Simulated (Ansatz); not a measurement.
# Magnetic orders in NiO

Take NiO in the rock salt structure (space group Fm-3m, No. 225; a = 4.204 Å; ferromagnetic) as the base.

Each order is relaxed in cell and atoms; arrows give the starting signs on the magnetic atoms.

The values are results of PBEsol+U (U_eff on d states: Ni 6.20 eV)/PAW in Ansatz (a program for electronic structure), without spin-orbit coupling, not measurements.

Notes on the quantities. energy relative to the base: σ→0; to 0.01 eV only: unlike meshes or grids.

```csv
change,band gap,energy relative to the base,volume per atom
base,1.93 eV,0.00 eV/atom,9.29 Å³
non-magnetic,…,…,…
"↑↓ start, q = (0, 1/2, 1/2), 4 atoms",2.00 eV,+6 meV/atom,9.30 Å³
"↑↓ start, q = (0, 0, 1/2), 4 atoms",2.98 eV,-54 meV/atom,9.16 Å³
```

Some entries are withheld; estimate them.


- non-magnetic, band gap: zero
- non-magnetic, energy relative to the base: +0.88 eV/atom
- non-magnetic, volume per atom: 8.56 Å³

Other magnetic orders, which the real material may have, were not ruled out. No phonon test of stability was made. Where the two band edges lie in opposite spin channels, the gap is a spin-flip gap. Spin-polarised in the final run: base, ↑↓ start, q = (0, 1/2, 1/2), 4 atoms and ↑↓ start, q = (0, 0, 1/2), 4 atoms; the other runs are not. In its common phase, real NiO is an antiferromagnetic insulator at low temperature. The U values are a database's picks, fitted on other projectors than the ortho-atomic ones used here.
